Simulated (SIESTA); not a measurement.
Short convergence ladders for a (110) slab of FeAl (cut from a parent of space group no. 221; 6 atoms in the cell)

```xyz
6
Lattice="2.9187 0.0000 0.0000 0.0000 4.1277 0.0000 0.0000 0.0000 18.1277" Properties=species:S:1:pos:R:3 pbc="T T T"
Al     1.4594     1.0319     7.0000
Fe     0.0000     3.0958     7.0000
Al     1.4594     3.0958     9.0639
Fe     0.0000     1.0319     9.0639
Al     1.4594     1.0319    11.1277
Fe     0.0000     3.0958    11.1277
```

Base method: LDA PW92, numerical atomic orbitals DZP, PseudoDojo LDA standard norm-conserving potentials (rewritten from UPF to PSML) run with SIESTA 5.4.2.

Base settings: XC.functional = LDA; XC.authors = PW92; potentials = PseudoDojo LDA standard; PAO.BasisSize = DZP; PAO.EnergyShift = 0.01 Ry; MeshCutoff = 350 Ry; kgrid.MonkhorstPack = 5 4 1; OccupationFunction = FD; ElectronicTemperature = 100 meV; MaxSCFIterations = 150.

Core times come from one kind of shared machine, to one figure; runs under 30 s give none.

**The vacuum**

The mesh stays at the base's, so the ladder's end is converged at best in this setting alone.

Only quantities that move along the ladder and can be compared are tabulated; forces are left out, as grid noise moves with the cell.

| vacuum between outermost atoms (Å) | free energy less the last step's (meV/atom) | core time / last (rough) |
|---|---|---|
| 3.0 | -258.88 | 1 |
| 5.0 | -27.45 | 1 |
| 14.0 | 0.02 | 1 |
| 30.0 | 0.00 | 1 |

Smallest vacuum between outermost atoms (Å) that holds the free energy within 0.5 meV/atom of the last step, with all finer ones: 14.0; the step before is off by 27 meV/atom.

**The k-point mesh**

Only quantities that move along the ladder and can be compared are tabulated.

| kgrid.MonkhorstPack | free energy less the last step's (meV/atom) | largest difference of a force vector from the last step's (eV/Å) | core time / last (rough) |
|---|---|---|---|
| 2 2 1 | 136.30 | 0.188 | 0.6 |
| 3 3 1 | 23.69 | 0.209 | 0.5 |
| 5 4 1 | 4.47 | 0.038 | 0.5 |
| 29 21 1 | 0.00 | 0.000 | 1 |

Coarsest kgrid.MonkhorstPack that holds the forces within 0.02 eV/Å: not settled: the last two steps still differ by 0.038 eV/Å, over half the tolerance, so the ladder does not show it.

Coarsest kgrid.MonkhorstPack that holds the free energy within 5 meV/atom: not settled: the last two steps still differ by 4.5 meV/atom, over half the tolerance, so the ladder does not show it.

**The cutoff of the real-space grid**

The mesh stays at the base's, so the ladder's end is converged at best in this setting alone.

Only quantities that move along the ladder and can be compared are tabulated.

| MeshCutoff | largest difference of a force vector from the last step's (eV/Å) |
|---|---|
| 175 Ry (187 Ry used) | 0.007 |
| 210 Ry (210 Ry used) | 0.008 |
| 245 Ry (260 Ry used) | 0.008 |
| 350 Ry (374 Ry used) | 0.003 |
| 700 Ry (747 Ry used) | 0.000 |

Coarsest MeshCutoff that holds the forces within 0.005 eV/Å: not settled: the last two steps still differ by 0.003 eV/Å, over half the tolerance, so the ladder does not show it.

On the base run: the starting cell has typed, rounded lattice constants, without a prior relaxation at this level. The slab is cut from that crystal, and its faces are unrelaxed. Its lattice was rescaled by up to half a per cent. Spin polarisation is off. Values carry the incompleteness of an atom-centred basis. In the base run, forces exceed 1 eV/Å. Without a gap this mesh is coarse (it stands for a supercell whose shortest in-plane vector is 15 Å).
